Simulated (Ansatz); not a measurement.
**Pt with two functionals, pressure 15 GPa**

Base system: Pt in the fcc (Cu type) structure (space group Fm-3m, No. 225; a = 3.9703 Å).

(Cell as relaxed with PBE.)

Levels (all Ansatz, a quantum-chemistry and plane-wave program, PAW): PBE (420 eV, no spin-orbit coupling); r2SCAN (500 eV, no spin-orbit coupling).

Each level relaxes its own structure.

| base | PBE | r2SCAN |
|---|---|---|
| volume per atom | 15.65 Å³ | 15.29 Å³ |
| lattice parameter a | 3.970 Å | 3.940 Å |
| band gap | zero | zero |

Now apply this change: a hydrostatic pressure of 15 GPa.

```csv
quantity,PBE,r2SCAN
shortest interatomic distance,2.759 Å,2.742 Å
band gap,zero,zero
```

PBE's shortest interatomic distance lies 0.017 Å above r2SCAN's (0.6 %); the two agree on the band gap. Neither level is exact; r2SCAN is the comparison here, not a measurement.

Load acts through the strain it causes; cell and atoms are relaxed under it. Whether these cells are dynamically stable was not tested. Competing high-pressure phases were not computed. The final runs are not spin-polarised.
